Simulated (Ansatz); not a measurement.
The parent structure is CsPbCl₃ in the cubic perovskite structure (space group Pm-3m, No. 221; a = 5.521 Å).

Method: plane-wave PAW DFT at the LDA level (Ansatz, a program for electronic structure, 420 eV), without spin-orbit coupling.

For the base:

- Pressure = 0.0 kbar
- Electron mass = 0.093, 0.75, 0.75 mₑ (at R)
- Band gap = 1.53 eV

Now apply this change: the cell is scaled by 1.0240 in all directions, atoms relaxed at fixed cell.

Q: What does the calculation give for the pressure after the change?

A: The pressure goes from zero to -17.8 kbar.

Q: What does the calculation give for the electron mass after the change?

A: The electron mass (degenerate bands, along [100]) becomes 0.11, 0.83, 0.83 mₑ (at R) (base: 0.093, 0.75, 0.75 mₑ (at R)).

Q: What does the calculation give for the band gap after the change?

A: The band gap goes up by 0.32 eV to 1.85 eV.

With Pb present, leaving out spin-orbit coupling can change the band edges. The cells carry an imposed strain or load. Effective masses come from finite differences of ±0.01 Å⁻¹. Stability against distortions was not tested. Many cubic perovskites are stable only at high temperature; tilts and polar distortions were not tested. This is not the structure that CsPbCl3 has at room temperature and ambient pressure.
